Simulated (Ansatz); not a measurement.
Start from WS2 (space group P6_3/mmc, No. 194; layered, stacked along the Cartesian z axis).

```yaml
crystal:
  lattice:
    - [3.15413, 0.00000, 0.00000]
    - [-1.57707, 2.73156, 0.00000]
    - [0.00000, 0.00000, 12.14083]
  atoms:
    - { symbol: W, position: [0.66667, 0.33333, 0.75000] }
    - { symbol: W, position: [0.33333, 0.66667, 0.25000] }
    - { symbol: S, position: [0.66667, 0.33333, 0.37970] }
    - { symbol: S, position: [0.33333, 0.66667, 0.87970] }
    - { symbol: S, position: [0.33333, 0.66667, 0.62030] }
    - { symbol: S, position: [0.66667, 0.33333, 0.12030] }
```

Cartesian axes are those of the cell as printed.

Level of theory: Ansatz (a program for electronic structure), PBE-D3(BJ), PAW, cutoff 420 eV, no spin-orbit coupling.

Now apply this change: the cell is stretched by 1.80 % along z with no lateral relaxation, atoms relaxed at fixed cell.

Question: Predict the stress tensor and what it implies for the stiffness.

Answer: Stress of the strained cell less that of the base (GPa, compression positive):
```
  -0.14    0.00    0.00
   0.00   -0.14    0.00
   0.00    0.00   -0.95
```

Then −Δσ_ii/ε with ε = 0.0180 gives secant stiffness values (nonlinear terms included at this strain): C33 ≈ 53 GPa.

Whether these cells are dynamically stable was not tested.
